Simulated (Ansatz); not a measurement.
Consider these faces of Ti3Al, relaxed from ideal cuts in 1x1 cells: (0001), (10-11), (11-21).

The numbers are results of PBE (plane waves to 420 eV, PAW; Ansatz, a first-principles code), not measurements.

Task: Put the candidates in order of surface energy, lowest first, for PBE.

Result: (0001) (1.97 J/m²), (11-21) (2.17 J/m²), (10-11) (2.20 J/m²)
